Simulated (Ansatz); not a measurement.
Take ZnSe in the zinc blende structure (space group F-43m, No. 216) as the base.

```
ZnSe
1.0
    0.00000     2.83304     2.83304
    2.83304     0.00000     2.83304
    2.83304     2.83304     0.00000
Se Zn
1 1
Direct
  0.75000   0.75000   0.75000
  0.00000   0.00000   0.00000
```

Cartesian axes are those of the cell as printed.

Calculations: Ansatz (a program for electronic structure) r2SCAN, no spin-orbit coupling, earlier PAW set.

Small strains at fixed cell, atoms relaxed; stresses less that of the base, compression positive, in the order xx, yy, zz, yz, xz, xy:

```json
[
 {"strain tensor components (%)": "-0.68, 1.19, 0.02, -0.26, 0.12, 0.81", "stress (GPa)": "-0.02, -0.72, -0.27, 0.21, -0.10, -0.67"},
 {"strain tensor components (%)": "0.17, 0.67, 0.95, 0.27, -0.33, 0.32", "stress (GPa)": "-0.96, -1.14, -1.25, -0.22, 0.27, -0.26"},
 {"strain tensor components (%)": "0.00, -1.76, 0.00, 0.00, 0.00, 0.00", "stress (GPa)": "0.99, 1.62, 0.99, 0.00, 0.00, 0.00"},
 {"strain tensor components (%)": "-0.49, -0.49, -0.49, 0.00, 0.00, 0.00", "stress (GPa)": "0.99, 0.99, 0.99, 0.00, 0.00, 0.00"}
]
```

With σ_ii = C11 ε_ii + C12 (tr ε − ε_ii) and σ_ij = 2 C44 ε_ij (tension positive), least squares gives C11 ≈ 90 GPa, C12 ≈ 53 GPa and C44 ≈ 41 GPa (good to about 1 GPa or a few per cent; finite strains leave residuals up to 0.1 GPa). Then B = (C11 + 2 C12)/3 ≈ 65 GPa, C′ = (C11 − C12)/2 ≈ 18.5 GPa and the Zener ratio C44/C′ ≈ 2.2. The Born criteria for a cubic crystal are met. Phonon stability is a separate test, not made here.

Measured C11 of ZnSe: 85.9 GPa (temperature not stated; as listed in Oses, Corey, arXiv (2018)); the computed value is for a static lattice, so the two differ by thermal effects too.

Measured C12 of ZnSe: 50.6 GPa (temperature not stated; as listed in Oses, Corey, arXiv (2018)); the computed value is for a static lattice, so the two differ by thermal effects too.

Measured C44 of ZnSe: 40.6 GPa (temperature not stated; as listed in Oses, Corey, arXiv (2018)); the computed value is for a static lattice, so the two differ by thermal effects too.

Whether these cells are dynamically stable was not tested.
